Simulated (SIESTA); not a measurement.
Input and output of a self-consistent single point for Zn₇Tc (P1, 8 atoms in the cell) (SIESTA).

Method of the run: SIESTA 5.4.2 with GGA PBEsol, numerical atomic orbitals DZP, PseudoDojo PBEsol standard norm-conserving potentials (rewritten from UPF to PSML).

The change in words: atoms moved at random. Reference geometry:
```xyz
8
Lattice="0.0000 3.8229 3.8229 3.8229 0.0000 3.8229 3.8229 3.8229 0.0000" Properties=species:S:1:pos:R:3 pbc="T T T"
Zn     0.0000     1.9115     1.9115
Zn     1.9115     3.8229     1.9115
Zn     3.8229     1.9115     1.9115
Zn     1.9115     0.0000     1.9115
Zn     1.9115     1.9115     3.8229
Zn     1.9115     1.9115     0.0000
Zn     3.8229     3.8229     3.8229
Tc     0.0000     0.0000     0.0000
```

Reference input (self-consistent single point, DFT, GGA PBEsol, numerical atomic orbitals DZP, PseudoDojo PBEsol standard norm-conserving potentials (rewritten from UPF to PSML)): XC.functional = GGA; XC.authors = PBEsol; potentials = PseudoDojo PBEsol standard; PAO.BasisSize = DZP; PAO.EnergyShift = 0.01 Ry; MeshCutoff = 400 Ry; kgrid.MonkhorstPack = 6 6 6; OccupationFunction = FD; ElectronicTemperature = 100 meV; MaxSCFIterations = 150; SCF.Mixer.Method = Pulay; SCF.Mixer.Weight = 0.1. This run's input differs from it in these lines:

```diff
@@ -18,10 +18,10 @@
 %block AtomicCoordinatesAndAtomicSpecies
-     0.500000000    0.000000000    0.000000000  1
-     0.500000000    0.000000000    0.500000000  1
-     0.000000000    0.500000000    0.500000000  1
-     0.000000000    0.500000000    0.000000000  1
-     0.500000000    0.500000000    0.000000000  1
-     0.000000000    0.000000000    0.500000000  1
-     0.500000000    0.500000000    0.500000000  1
-     0.000000000    0.000000000    0.000000000  2
+     0.501020000   -0.011032000    0.011966000  1
+     0.493890000    0.005764000    0.507279000  1
+     0.003290000    0.497281000    0.502205000  1
+    -0.004745000    0.521317000   -0.021250000  1
+     0.501151000    0.489597000    0.004662000  1
+    -0.002683000   -0.000184000    0.501034000  1
+     0.501915000    0.502013000    0.488610000  1
+     0.006162000   -0.004756000    0.005493000  2
 %endblock AtomicCoordinatesAndAtomicSpecies
```

Output (repeated stretches shortened):

```
        iscf     Eharris(eV)        E_KS(eV)     FreeEng(eV)     dDmax    Ef(eV) dHmax(eV)
   scf:    1   -41603.238832   -41922.815762   -41922.922648  2.115006  1.128547 43.150320
   scf:    2   -42136.140026   -42053.132843   -42053.205059  0.789475  0.768489 18.220792
   scf:    3   -42084.667415   -42078.859292   -42078.939963  0.658110  0.874016 11.767887
   scf:    4   -42027.035335   -42070.483974   -42070.566955  1.247350 -0.904701 22.797237
   scf:    5   -42088.178899   -42088.082145   -42088.149788  0.732963  0.072802  2.141544
   [... 7 lines left out ...]
   scf:   13   -42088.208985   -42088.208983   -42088.279527  0.000089 -0.162086  0.002013
   scf:   14   -42088.208983   -42088.208983   -42088.279528  0.000138 -0.162309  0.001468
   scf:   15   -42088.208986   -42088.208985   -42088.279528  0.000287 -0.162160  0.000543
   scf:   16   -42088.208987   -42088.208986   -42088.279528  0.000052 -0.162123  0.000398
SCF Convergence by DM+H criterion
max |DM_out - DM_in|         :     0.0000520046
max |H_out - H_in|      (eV) :     0.0003976613
SCF cycle converged after 16 iterations

Using DM_out to compute the final energy and forces

siesta: E_KS(eV) =           -42088.2090

siesta: E_KS - E_eggbox =    -42088.2090

siesta: Atomic forces (eV/Ang):
     1    0.172830   -0.439901    0.370242
     2   -0.383396    0.193063   -0.120363
     3   -0.085860   -0.339986   -0.248930
     4   -0.151000    0.907460   -0.399237
     5   -0.115263   -0.321990    0.127329
     6    0.191110   -0.130085    0.309491
     7    0.182535    0.450364   -0.030487
     8    0.168912   -0.301640   -0.055388
   Tot   -0.020132    0.017285   -0.047343
   Max    0.907460
   Res    0.315693    sqrt( Sum f_i^2 / 3N )
   Max    0.907460    constrained

   [... lines left out ...]
siesta: FreeEng =    -42088.279528
siesta: Cell volume =        111.740913 Ang**3
siesta:        -129.02596335       -124.62257559  kBar
   [... lines left out ...]

              0.040   0.063   0.039

mulliken: Qtot =      155.000

Mulliken Atomic Populations:
Atom #   charge [q] valence [e]  Species
     1    -0.003322   20.003322  Zn
     2    -0.002055   20.002055  Zn
     3    -0.003341   20.003341  Zn
     4    -0.000066   20.000066  Zn
     5     0.001681   19.998319  Zn
     6    -0.002334   20.002334  Zn
     7     0.046109   19.953891  Zn
     8    -0.036671   15.036671  Tc
 Total     0.000000
```

The run converged in 16 iterations. Against the reference run the free energy goes up by 14.4 meV/atom, the pressure goes from -13.57 to -12.90 GPa and the largest force goes from 0.000 to 1.003 eV/Å.

The starting cell comes from a database of computed structures (which also holds hypothetical and non-ambient phases and stackings), without a prior relaxation at this level. For this run, on top of that: atoms moved at random. Spin polarisation is off. Values carry the incompleteness of an atom-centred basis. With a pressure of about -13 GPa the cell is away from its equilibrium volume at this level. Forces in this geometry exceed 1 eV/Å.

Cost on one core of a shared machine: roughly 60 s.
